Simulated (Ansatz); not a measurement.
Consider Mg₂Si (space group Fm-3m, No. 225).

```
CELL_PARAMETERS angstrom
      0.00000     3.16305     3.16305
      3.16305     0.00000     3.16305
      3.16305     3.16305     0.00000
ATOMIC_POSITIONS crystal
  Si 0.00000 0.00000 0.00000
  Mg 0.25000 0.25000 0.25000
  Mg 0.75000 0.75000 0.75000
```

Cartesian axes are those of the cell as printed.

Calculations: DFT with PBEsol, PAW potentials and a 420 eV plane-wave cutoff in Ansatz (a first-principles code), no spin-orbit coupling.

Strains are applied to the cell and any free atomic positions relax.

One change was made to it. Results:

| quantity | base | after |
|---|---|---|
| valence-band top at Γ (three highest levels, from the VBM) | 0.00, 0.00, 0.00 eV | 0.00, 0.00, -0.05 eV |
| smallest direct gap | 1.87 eV | 1.80 eV |

Task: Which of these changes matches the shifts?
A. uniaxial strain ε_zz = +3.63 %
B. uniaxial strain ε_zz = +1.07 %
C. uniaxial strain ε_zz = +2.73 %
D. tensor shear ε_xz = −0.18 %

Result: B, uniaxial strain ε_zz = +1.07 %. For comparison, the valence-band top at Γ in the other runs: uniaxial strain ε_zz = +2.73 % gives 0.00, 0.00, -0.12 eV; uniaxial strain ε_zz = +3.63 % gives 0.00, 0.00, -0.16 eV; tensor shear ε_xz = −0.18 % gives 0.00, -0.01, -0.02 eV.

Stability against distortions was not tested. The zero or small gap of Mg2Si can change with the level of theory.
